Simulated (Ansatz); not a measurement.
**BN under a change: uniaxial strain ε_zz = +2.00 %**

Consider BN in the zinc blende structure (space group F-43m, No. 216; a = 3.6097 Å). Axes: x, y, z lie along the cube axes.

Perturbation: uniaxial strain ε_zz = +2.00 %, all other strain components held at zero, atoms relaxed at fixed cell.

The values are results of r2SCAN, PAW, 500 eV (Ansatz, a quantum-chemistry and plane-wave program; no spin-orbit coupling), not measurements. Settings: 16×16×16 k-points, 0.05 eV Fermi–Dirac smearing.

| quantity | base | changed | shift |
|---|---|---|---|
| space group | F-43m (No. 216) | I-4m2 (No. 119) | – |
| shortest interatomic distance | 1.563 Å | 1.574 Å | +0.0105 Å |
| energy relative to the base (free energy F) | 0 meV/atom | +6.0 meV/atom | +6.0 meV/atom |
| pressure (mean of the normal stresses, compression positive) | 0.00 GPa | -7.48 GPa | -7.486 GPa |
| band gap | 5.00 eV | 4.80 eV | -0.207 eV |
| gap character | – | indirect, Γ → X | – |
| smallest direct gap | 9.59 eV | 9.38 eV | -0.21 eV |
| electron mass | 0.87 mₑ along k, 0.29 mₑ across (at X) | 0.86 mₑ along k, 0.29 mₑ across (at X) | – |
| valence-band top at Γ (three highest levels, from the VBM) | 0.00, 0.00, 0.00 eV | 0.00, 0.00, -0.20 eV | – |
| valley order (the lowest conduction-band minima on the path, energy above the VBM, named in the base's zone) | X along ⟨100⟩ 5.00 eV | X along [010] 4.80 eV; X along [001] 5.14 eV | – |
| stress (xx, yy, zz, yz, xz, xy; compression positive) | – | (-3.17, -3.17, -16.11, 0.00, 0.00, 0.00) GPa | – |

Effective masses come from finite differences of ±0.01 Å⁻¹. Along k means along the line from Γ to the band edge. Stability against distortions was not tested. k-point labels follow each cell's own Brillouin zone.
